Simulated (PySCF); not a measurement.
PySCF 2.14.0, unrestricted B3LYP/def2-svp, df: cyclopentasilane cation ([SiH2]1[SiH2][SiH2][SiH2][SiH2]1), charge +1, multiplicity 2, 15 atoms. The geometry is a generated start, not checked to be a minimum at this level.

- task: energy
- method: b3lyp
- basis: def2-svp
- two-electron scheme: density fitting
- mol.max_memory: 3000 MB
- mf.max_cycle: 100
- mf.init_guess: minao (default)
- mf.DIIS: CDIIS (default)
- mf.diis_space: 8 (default)
- mf.conv_tol: 1e-09 (default)
- mf.grids.level: 3 (default)
- basis functions: 140
- grid points: 193984

```xyz
15

Si     0.8029     1.1858     1.3666
Si     1.8821    -0.5572     0.2474
Si     0.2650    -1.6699    -1.0241
Si    -1.7278    -0.4650    -0.8469
Si    -1.2283     1.5262     0.2691
H      0.5649     0.8169     2.7693
H      1.6202     2.3998     1.4678
H      2.5945    -1.4605     1.1578
H      2.9522    -0.0360    -0.6137
H      0.0983    -3.0618    -0.5873
H      0.6849    -1.8064    -2.4245
H     -2.7315    -1.2351    -0.0997
H     -2.3692    -0.2420    -2.1475
H     -1.1044     2.6299    -0.6940
H     -2.3038     1.9753     1.1597
```

Charge 1 and multiplicity 2 are set for this test and not shown to be the ground state.

One run each on 2 threads, 1 BLAS thread. Values of level_shift (Hartree) tried: 0 (default), 0.1, 0.3, 1.

### Question
Which value of level_shift (Hartree) needs the fewest Fock builds, and what happens away from it?

### Answer
Fewest Fock builds: 0 (default) with 20. The count rises to 55 at 0.1. The run ends without SCF convergence in 100 cycles at 0.3, 1.

```json
[
 {"level_shift (Hartree)": "0 (default)", "Fock builds": "20", "end": "same solution"},
 {"level_shift (Hartree)": "0.1", "Fock builds": "55", "end": "same solution"},
 {"level_shift (Hartree)": "0.3", "Fock builds": "101", "end": "no convergence"},
 {"level_shift (Hartree)": "1", "Fock builds": "101", "end": "no convergence"}
]
```
